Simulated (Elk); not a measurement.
Troubleshooting Elk: a failed run on SrW (Pm-3m, 2 atoms in the cell). The aim is a self-consistent single point with DFT, PBE, all-electron FP-LAPW, Elk's shipped species files, LAPW+lo basis.

The input file:

```
tasks
  0

xctype
  20

rgkmax
  7.5

gmaxvr
  16.0

nxoapwlo
  1

swidth
  0.00367493

maxscl
  100

scale
  7.226350495

avec
    1.0000000000    0.0000000000    0.0000000000
    0.0000000000    1.0000000000    0.0000000000
    0.0000000000    0.0000000000    1.0000000000

atoms
  3
  'Sr.in'
  1
  0.0000000000  0.0000000000  0.0000000000    0.0 0.0 0.0
  'W.in'
  1
  0.5000000000  0.5000000000  0.5000000000    0.0 0.0 0.0

ngridk
  9 9 9
```

The program printed (abridged):

```
At line 778 of file readinput.f90
Fortran runtime error: End of file

Error termination. Backtrace:
	at ../../../libgfortran/io/list_read.c:2554

│ Elk code version 10.2.4 started │
```

Read the log: what does the program object to, and what is the fix?

The fault is an atom count that does not match the list of atoms (count of species one too high); here the program stops on it instead of giving results. To fix it, make the count match the list. The program stopped with an error.

The sound input it was made from differs as follows (other fixes are possible):
```diff
-  3
+  2
```

With that input, the run converged in 15 iterations: free energy E − TS -526431.4180 eV; Fermi level (on the code's own zero) 6.43 eV (DFT, PBE, all-electron FP-LAPW, Elk's shipped species files, LAPW+lo basis).

On the sound input: the starting cell was generated: these elements placed on a structure prototype, without a prior relaxation; it need not be a known phase or ordering of this composition. Its lattice was rescaled by a random factor within 2.5 % of one. Spin polarisation is off. Values depend on the basis (sphere radii, cutoffs, local orbitals), which need not be converged.
